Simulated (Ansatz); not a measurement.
```yaml
crystal:
  lattice:
    - [1.41754, 0.81842, 4.85230]
    - [-1.41754, 0.81842, 4.85230]
    - [0.00000, -1.63683, 4.85230]
  atoms:
    - { symbol: Be, position: [0.85891, 0.85891, 0.85891] }
    - { symbol: Be, position: [0.31764, 0.31764, 0.31764] }
    - { symbol: Be, position: [0.08889, 0.08889, 0.08889] }
    - { symbol: N, position: [0.20418, 0.20418, 0.20418] }
    - { symbol: N, position: [0.70847, 0.70847, 0.70847] }
```

Relaxed-ion tensors in this frame from PBEsol in Ansatz (an electronic-structure program). Proper piezoelectric stress tensor e (C/m²):

```
 0.00   0.00   0.00   0.00  -0.43   0.55
 0.55  -0.55   0.00  -0.43   0.00   0.00
-0.86  -0.86   2.02   0.00   0.00   0.00
```

Stiffness C (GPa):

```
 460   133  86.8  -3.9   0.0   0.0
 133   460  86.8   3.9   0.0   0.0
86.8  86.8   417   0.0   0.0   0.0
-3.9   3.9   0.0   154   0.0   0.0
 0.0   0.0   0.0   0.0   154  -3.9
 0.0   0.0   0.0   0.0  -3.9   164
```

The cell is a database entry relaxed within its symmetry; it need not be the phase found at ambient conditions.

### Question
Obtain the piezoelectric strain tensor d.

### Answer
d = e S with S = C⁻¹, in pC/N:

```
 0.0   0.0   0.0   0.0  -2.7   3.3
 1.6  -1.6   0.0  -2.7   0.0   0.0
-2.3  -2.3   5.8   0.0   0.0   0.0
```
Away from Γ the polar cell without biaxial strain shows no imaginary mode on a 2×2×2 mesh.
